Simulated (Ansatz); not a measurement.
Defect migration in zinc-blende GaAs: interstitial Li, charge state +1. The step: Li moves alone to another site; the atom moves 2.50 Å along (0.25, 0.25, -0.25) of the unit cell; the moving atom starts with neighbours 3 As at 2.52, As at 2.57; 3 Ga at 2.91, 3 Ga at 2.94 Å and ends with 6 As at 2.87; 3 Ga at 2.61, Ga at 2.63 Å. A PBE band in Ansatz (plane-wave PAW, one k-point at (0.250, 0.250, 0.250), 64 host sites, 17 SCF runs with any check of the saddle's order, static, no finite-size correction) gives a forward barrier of 0.46 eV. The saddle point's order was not checked, and it lies on a symmetry element of the cell, where a band can be held. The charge state is imposed; whether it is stable for some Fermi level was not computed. Sites that were not tried may lie lower.

Single points at the band's start and saddle point can refine it. Rough cost of one point, in units of the band's mean SCF on the same machine:

```
Level                                                   Cost of one point
------------------------------------------------------  -----------------
PBE, a 2×2×2 k-point mesh shifted by half a step                  about 4
r2SCAN at 500 eV, one k-point at (0.250, 0.250, 0.250)            under 2
```

Task: Which of these move the barrier by more than 0.1 eV, and how far does each move it?

Result: Not one does. PBE, a 2×2×2 k-point mesh shifted by half a step: -0.02 eV; r2SCAN at 500 eV, one k-point at (0.250, 0.250, 0.250): +0.03 eV. Each functional is compared with PBE at the same k-points.

Ansatz is a quantum-chemistry and plane-wave program.
